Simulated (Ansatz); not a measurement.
Crystal: CaF2 (Fm-3m, fluorite, 3 atoms a cell, 14.0 Å³ an atom, -3 GPa at this level); both levels run on this one cell.

Complex bands along the normal of (001) by Ansatz (plane waves, PAW, no spin-orbit coupling). r2SCAN gives a gap of 7.78 eV and a slowest mid-gap decay of 0.543 1/Å.

Q: What does PBE give on the same cell, and what does that do to the current through 2 nm?

A: Gap 7.13 eV, κ = 0.519 1/Å. The mid-gap transmission through 2 nm changes by exp(2 × 20 × (0.543 − 0.519)) = a factor of 2.6 against r2SCAN.

Ansatz is a program for electronic structure.
